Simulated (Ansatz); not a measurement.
## What biaxial strain +3.00 %, plane normal [001], relaxed out of plane does to Ir

The reference is Ir in the fcc (Cu type) structure (space group Fm-3m, No. 225; a = 3.845 Å; relaxed with 0.1 eV smearing). Axes: x, y, z lie along the cube axes.

It is then changed as follows: biaxial strain +3.00 %, plane normal [001], relaxed out of plane (Cartesian); in-plane vectors clamped, the third vector and the atoms free.

All numbers come from plane-wave PAW DFT at the r2SCAN level (Ansatz, a program for electronic structure, 500 eV), no spin-orbit coupling. Γ-centred 29×29×29 mesh, Fermi–Dirac width 0.1 eV.

The volume per atom grows by 0.52 Å³, from 14.21 Å³ to 14.73 Å³ and the shortest interatomic distance grows by 0.010 Å to 2.729 Å. The energy increases by 50 meV/atom and the pressure (mean of the normal stresses, compression positive) goes from zero to -11.7 GPa. The band gap is still zero and the out-of-plane strain is -2.31 %. The ratio −ε⊥/ε∥ comes out as 0.77.

Final structure (turned so that z lies along the plane normal):

```xyz
1
Lattice="2.8004 0.0000 0.0000 0.0000 2.8004 0.0000 1.4002 -1.4002 1.8781" Properties=species:S:1:pos:R:3 pbc="T T T"
Ir     0.0000     0.0000     0.0000
```

Stability against distortions was not tested. All final runs are without spin polarisation.
